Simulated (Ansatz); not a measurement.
# TiO2, response to strain

The parent structure is TiO2 in the anatase structure (space group I4_1/amd, No. 141; a = 3.799 Å, c = 9.701 Å).

Strains are applied to the cell and any free atomic positions relax.

The values are results of PBE (Ansatz, a program for electronic structure), no SOC, not measurements.

Notes on the quantities. pressure: mean of the normal stresses, compression positive.

```json
[
 {"isotropic strain (%)": "-3", "pressure (GPa)": "21.1"},
 {"isotropic strain (%)": "-2.4", "pressure (GPa)": "16.1"},
 {"isotropic strain (%)": "-1.8", "pressure (GPa)": "?"},
 {"isotropic strain (%)": "-1.2", "pressure (GPa)": "7.4"},
 {"isotropic strain (%)": "-0.6", "pressure (GPa)": "3.5"},
 {"isotropic strain (%)": "0", "pressure (GPa)": "0.0"}
]
```

Problem. Fit P = P₀ − Bδ + Cδ² with δ = (1 + ε)³ − 1 to the rows shown and predict the withheld row.

Solution. Least squares on the printed values gives P₀ = 0.0 GPa, B = 183 GPa (at held cell shape), C = 666 GPa (largest residual 0.1 GPa); this predicts 11.6 GPa, and the run gives 11.6 GPa, in agreement.

No phonon test of stability was made. All final runs are without spin polarisation.
